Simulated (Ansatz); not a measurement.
Take Be2C (space group Fm-3m, No. 225) as the base.

```
Be2C
1.0
    0.00000     2.15536     2.15536
    2.15536     0.00000     2.15536
    2.15536     2.15536     0.00000
Be C
2 1
Direct
  0.75000   0.75000   0.75000
  0.25000   0.25000   0.25000
  0.00000   0.00000   0.00000
```

Level of theory: Kohn–Sham DFT with the PBEsol functional, run in Ansatz (a quantum-chemistry and plane-wave program) with PAW and 420 eV plane waves, no SOC.

Base values:

| Property | Result |
|---|---|
| Lattice parameter a | 4.311 Å |
| Width of the top valence band | 5.96 eV |
| Band gap | 1.08 eV |

It is then changed as follows: a hydrostatic pressure of 1.5 GPa.

**Question.** Predict the new lattice parameter a.

**Answer.** The lattice parameter a drops by 0.0103 Å (4.311 Å → 4.300 Å).

**Question.** How does this affect the width of the top valence band?

**Answer.** The width of the top valence band rises by 0.03 eV (5.96 eV → 5.99 eV).

**Question.** Estimate the effect on the band gap.

**Answer.** The band gap is still 1.08 eV.

Load acts through the strain it causes; cell and atoms are relaxed under it. No phonon test of stability was made.
